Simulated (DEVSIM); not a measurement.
System: Ge p-n junction from an implanted or diffused profile, at 300 K.

| layer (left to right) | material | thickness (μm) | Nd (cm⁻³) | τn (s) | τp (s) |
|---|---|---|---|---|---|
| 1 | Ge | 9.60 | 3.9e13 | 1.5e-7 | 1.5e-7 |

Added acceptor profile: 2.9e17 cm⁻³ × exp(−(x − 0.11 μm)²/(2·(0.038 μm)²)). Left contact: ohmic. Right contact: ohmic. Voltage is applied to the left contact. Recombination: SRH at mid-gap, Auger. Mobility is μmin + (μ − μmin)/(1 + (N/Nref)^α).

This is a model device: material constants are rounded textbook-type values typed into the input, and sizes, dopings and lifetimes were drawn at random. Values at 300 K.

```csv
parameter,Ge
gap (eV),0.664
affinity (eV),4
permittivity,16
Nc (cm⁻³),1.04e19
Nv (cm⁻³),6e18
μn (cm²/Vs),3900
μp (cm²/Vs),1900
"μn,min",150
"μp,min",100
"Nref,n",2.6e17
"Nref,p",4e17
αn,0.56
αp,0.6
Cn (cm⁶/s),1e-31
Cp (cm⁶/s),1e-31
```

Model (solved in DEVSIM): 1D drift-diffusion, Boltzmann statistics, complete ionisation; no tunnelling, impact ionisation, image-force lowering or self-heating.

Q: Give the dark forward current.

A: 
```json
[
 {"V (V)": "0.05", "J (A/cm²)": "0.39"},
 {"V (V)": "0.10", "J (A/cm²)": "1.7"},
 {"V (V)": "0.15", "J (A/cm²)": "5.6"},
 {"V (V)": "0.20", "J (A/cm²)": "15"},
 {"V (V)": "0.25", "J (A/cm²)": "35"},
 {"V (V)": "0.30", "J (A/cm²)": "66"},
 {"V (V)": "0.35", "J (A/cm²)": "100"},
 {"V (V)": "0.40", "J (A/cm²)": "130"},
 {"V (V)": "0.45", "J (A/cm²)": "160"},
 {"V (V)": "0.50", "J (A/cm²)": "190"},
 {"V (V)": "0.55", "J (A/cm²)": "210"},
 {"V (V)": "0.60", "J (A/cm²)": "230"},
 {"V (V)": "0.65", "J (A/cm²)": "240"},
 {"V (V)": "0.70", "J (A/cm²)": "260"},
 {"V (V)": "0.75", "J (A/cm²)": "280"},
 {"V (V)": "0.80", "J (A/cm²)": "290"},
 {"V (V)": "0.85", "J (A/cm²)": "300"},
 {"V (V)": "0.90", "J (A/cm²)": "320"},
 {"V (V)": "0.95", "J (A/cm²)": "330"},
 {"V (V)": "1.00", "J (A/cm²)": "340"},
 {"V (V)": "1.05", "J (A/cm²)": "350"},
 {"V (V)": "1.10", "J (A/cm²)": "370"},
 {"V (V)": "1.15", "J (A/cm²)": "380"}
]
```
